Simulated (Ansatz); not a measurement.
Terminations of the (110) surface of bcc Ta, measured from the surface 'clean 1x1'. Atoms come from or go to: Al: fcc Al, Co: hcp Co, ferromagnetic, Cr: bcc Cr, antiferromagnetic, In: tetragonal indium, Ni: fcc Ni, ferromagnetic, Si: silicon, Sn: beta tin, Ta: bcc Ta, Ti: hcp Ti, Zn: hcp Zn, Zr: hcp Zr. ΔE is the energy of forming the row's surface from that one (negative: more stable at these reservoirs); the vacuum level's shift is aligned on the shared bottom. No zero-point or thermal terms. These are constructed structures in small cells; real faces may alloy, dewet or reconstruct in larger ones, and not all known structures of the face are among them. Slabs of about 11 Å with all that they carry, Fermi-Dirac smearing of 0.1 eV. Bottom of the slabs: a bare face, its two planes held. Relaxed from the named starts with such symmetry as they have, on meshes of like density; energies extrapolated to zero smearing; no spin-orbit coupling, no U. Spin-polarised runs, if any, are marked in brackets, and their order is one that fits the cell; the others ran without spin. A dash marks a value that is undefined for that row (no clear gap, or no work function of a gapped slab) or was not read reliably on its mesh.

Method: PBE (plane waves to 420 eV, PAW; Ansatz, a program for electronic structure).

```
surface                                                                           atoms added per 1x1  ΔE per 1x1 (eV)  shift of the vacuum level (eV)  work function (eV)
--------------------------------------------------------------------------------  -------------------  ---------------  ------------------------------  ------------------
a pseudomorphic layer of Zr in the host's stacking                                              +1 Zr                …                           -0.43                4.30
a layer of Ni in place of the second plane [spin start, no net moment]                   +1 Ni, -1 Ta                …                            0.06                4.78
p(2x2) layer of Sn, one a cell, on the site that continues the host's stacking               +0.25 Sn                …                           -0.01                4.72
a pseudomorphic layer of Si in the host's stacking                                              +1 Si            -0.60                            0.61                5.34
a pseudomorphic layer of In in the host's stacking                                              +1 In            -0.60                           -0.69                4.04
a layer of Cr in place of the second plane [spin start, no net moment]                   +1 Cr, -1 Ta             0.33                           -0.08                4.64
a pseudomorphic layer of Al in the host's stacking                                              +1 Al            -0.72                           -0.42                4.30
a cell of two sites (a+b, b-a) surface alloy, Al on one Ta site of the top plane     +0.5 Al, -0.5 Ta            -0.39                           -0.28                4.45
a layer of Ti in place of the third plane                                                -1 Ta, +1 Ti                …                           -0.02                4.71
a pseudomorphic layer of Zn in the host's stacking                                              +1 Zn            -0.53                           -0.35                4.39
a pseudomorphic layer of Co in the host's stacking [spin, 1.3 μB a cell]                        +1 Co             0.01                           -0.71                4.02
a layer of Al in place of the second plane                                               +1 Al, -1 Ta            -0.05                            0.42                5.14
```

What belongs in the gaps?


- a pseudomorphic layer of Zr in the host's stacking, ΔE per 1x1 (eV): -0.25
- a layer of Ni in place of the second plane [spin start, no net moment], ΔE per 1x1 (eV): 0.15
- p(2x2) layer of Sn, one a cell, on the site that continues the host's stacking, ΔE per 1x1 (eV): -0.22
- a layer of Ti in place of the third plane, ΔE per 1x1 (eV): 0.13
